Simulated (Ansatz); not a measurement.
The starting structures come from a database of crystals and need not be the phases stable at ambient conditions.

By PBEsol, the system below comes out a metal.

Here is the system:

```yaml
crystal:
  lattice:
    - [2.93759, 0.00000, 0.00000]
    - [0.00000, 2.93759, 0.00000]
    - [0.00000, 0.00000, 5.38501]
  atoms:
    - { symbol: Si, position: [0.50000, 0.50000, 0.72051] }
    - { symbol: Si, position: [0.50000, 0.50000, 0.27949] }
    - { symbol: Ru, position: [0.00000, 0.00000, 0.00000] }
```

Space group of this cell: P4/mmm. The cell is strained (all lengths scaled by 1.02); by PBEsol its mean pressure is -14.6 GPa.

The current flows along the normal of the first two printed cell vectors, the (001) plane of the conventional cell. No spin-orbit coupling; the value is a mean over 0.1 eV about the Fermi level.

Task: Give the ballistic conductance per area that PBEsol run with Ansatz (a first-principles code) yields.

Result: 0.34 × 10¹⁵ S/m² for both spins.
